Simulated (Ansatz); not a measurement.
An Ansatz (an electronic-structure program) run: Ge with a change (biaxial strain −1.00 %, plane normal [001], relaxed out of plane); Ansatz, LDA, PAW, cutoff 420 eV, spin-orbit coupling left out.

Input:

Ansatz 0.2 input:
```yaml
crystal:
  lattice:
    - [3.9357303733, 0, 0]
    - [0, 3.9357303733, 0]
    - [1.9678651867, -1.9678651867, 2.8251480243]
  atoms:
    - { symbol: Ge, position: [0, 0, 0] }
    - { symbol: Ge, position: [0.75, 0.75, 0.5] }
basis: { ecutwfc: 420, ecutrho_ratio: 4, xc_grid: 2, fft_grid_basis: typed }
kpoints: { mp_grid: { grid: [14, 14, 14] } }
hamiltonian:
  xc: lda
  dispersion: none
  pseudopotentials: { kind: paw }
scf: { occupations: { method: fermi_dirac, width: 0.05 } }
relax: { f_tol: 0.005, max_steps: 50, cell: { stress_tol: 0.01, fix: [a, b, gamma] } }
output: { forces: true, stress: true }
checkpoint: { write: state.ck, write_every: 1000 }
```

Output (explanatory and most iteration lines left out):

```
Relaxation: its limit of steps is 50 (relax.max_steps)
Pseudopotential: Ge, paw, valence charge 14
Crystal: 2 atoms, lattice volume = 43.761 Å³
Basis set: ecut = 420 eV, 869 PW (Γ), exchange–correlation on 54×54×54 points (8 copies of the dense FFT grid, shifted against one another)
Bands: 18, of which v1, the nominal top of the filled ones, is band 14 counted from 1 (13 counted from 0)
Symmetry: 16 space group operations
Space group: I41/amd (ITA 141), of the structure as read, at distance tolerance 3.5e-5 Å
k-points: 244 of 2744
Functional: x = slater, c = lda
SCF iter   1: F=—  HF=-8431.438515 eV  |F-HF|=—  |Δ(HF+E_count)|=         —  Δρ=4.90e-3  dr2=4.10e-3  ethr=1.77e-3  ⟨swp⟩=6.0  Hψ=21085  notcnv=0
SCF iter   2: F=—  HF=-8431.436536 eV  |F-HF|=—  |Δ(HF+E_count)|=   1.98e-3  Δρ=3.02e-3  dr2=1.59e-3  ethr=1.46e-5  ⟨swp⟩=1.2  Hψ=6447  notcnv=0
SCF 1 converged in 8 iterations: F = -8431.436341 eV  dr2 = 2.81e-9
relax step   1: F+E_penalty+E_count = -8431.43634080 eV  Δ(F+E_penalty+E_count) = +0.000e0 eV  max|allowed force component| = 6.245e-17 eV/Å  Δτ_max = 0.0000 Å  P = +1.119 GPa  Ω = 43.761 Å³  fix = [a, b, gamma]  reactions: a +1.509, b +1.509 GPa  (8 SCF iters, dr2 threshold 1.00e-7 eV, accepted)
[... steps on the carried basis left out ...]
relax step   3: F+E_penalty+E_count = -8431.43644429 eV  Δ(F+E_penalty+E_count) = +6.833e-7 eV  max|allowed force component| = 1.353e-16 eV/Å  Δτ_max = 0.0000 Å  P = +0.918 GPa  Ω = 43.878 Å³  energy of the carried Pulay correction = -1.978e-5 eV  fix = [a, b, gamma]  reactions: a +1.377, b +1.377 GPa  (4 SCF iters, dr2 threshold 3.13e-9 eV, accepted)
Crystal: 2 atoms, lattice volume = 43.878 Å³
SCF iter   1: F=—  HF=-8431.436464 eV  |F-HF|=—  |Δ(HF+E_count)|=         —  Δρ=2.38e-6  dr2=8.60e-10  ethr=2.68e-7  ⟨swp⟩=2.4  Hψ=30549  notcnv=0
SCF iter   2: F=—  HF=-8431.436464 eV  |F-HF|=—  |Δ(HF+E_count)|=   3.52e-7  Δρ=2.43e-6  dr2=1.08e-9  ethr=3.07e-12  ⟨swp⟩=3.0  Hψ=11132  notcnv=0
SCF 4 converged in 6 iterations: F = -8431.436464 eV  dr2 = 2.46e-13
SCF converged after 6 iterations
Free energy (F): -8431.436464 eV
Internal energy: -8431.436077 eV  (E = F + TS)
E sigma→0 (E₀):  -8431.436271 eV
Entropy (-TS):   -0.000387 eV (-0.194 meV/atom)
Fermi energy:    8.742874 eV
--- Forces (eV/Å), atoms counted from 1 ---
  atom   1  Ge     0.00000000     0.00000000     0.00000000
  atom   2  Ge     0.00000000    -0.00000000    -0.00000000
--- Stress (GPa, compression-positive) ---
        1.376460       0.000000      -0.000000
        0.000000       1.376460       0.000000
       -0.000000       0.000000      -0.000095
  P = ⅓ Tr σ = 0.9176 GPa (9.176 kbar)
--- Relaxed structure (3 steps of the walk, 3 accepted, 1 SCFs on fresh bases) ---
  cell:  # Å, volume = 43.8776 Å³
    - [3.9357303733, 1.5409384654434364e-22, -3.4827501868291944e-11]
    - [1.5409543360689456e-22, 3.9357303733, 3.48275015782851e-11]
    - [1.9678651866750665, -1.9678651866750665, 2.8326482432564446]
  atoms:
    - { symbol: Ge, position: [-1.745856557572541e-35, -6.271005398529113e-34, -8.137905877300099e-34] }
    - { symbol: Ge, position: [0.7499999999999998, 0.75, 0.5] }
```

Stability against distortions was not tested. The cell was made from Ge in the diamond structure (space group Fd-3m, No. 227) by this change: biaxial strain −1.00 %, plane normal [001], relaxed out of plane.
